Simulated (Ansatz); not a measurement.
ZrN (model structure, started from the NbAs type, I4₁md, No. 109, 4 atoms in the cell)

These are LDA (Ansatz, a first-principles code, PAW) values and carry that method's errors.

Run with plane-wave cutoff 520 eV, 26×26×26 k mesh, Fermi–Dirac smearing 0.05 eV, scalar-relativistic PAW data made under PBE.

Cell (relaxed at this level):

Space group I4₁md (No. 109); a = b = 2.9493 Å, c = 10.8634 Å, α = β = γ = 90.00°

```csv
atom,site,symmetry,x,y,z
Zr,4a,2mm.,0.0000,0.0000,0.2530
N,4a,2mm.,0.0000,0.0000,0.6630
```
(The calculation used a cell of 4 atoms; values per cell refer to that cell.)

```json
{
 "band_gap": "zero (no gap)",
 "bulk modulus B0": "255 GPa"
}
```

Note: the bulk modulus is −V dP/dV from two relaxed cells at ±2 % in volume; the relaxation could raise the start's symmetry but not lower it, so the cell can be a saddle point.

Spin–orbit coupling is not included.

A model structure was made by putting elements into a prototype or built by hand; it is no filed structure, need not be a known phase, and can be a saddle point held by its symmetry.
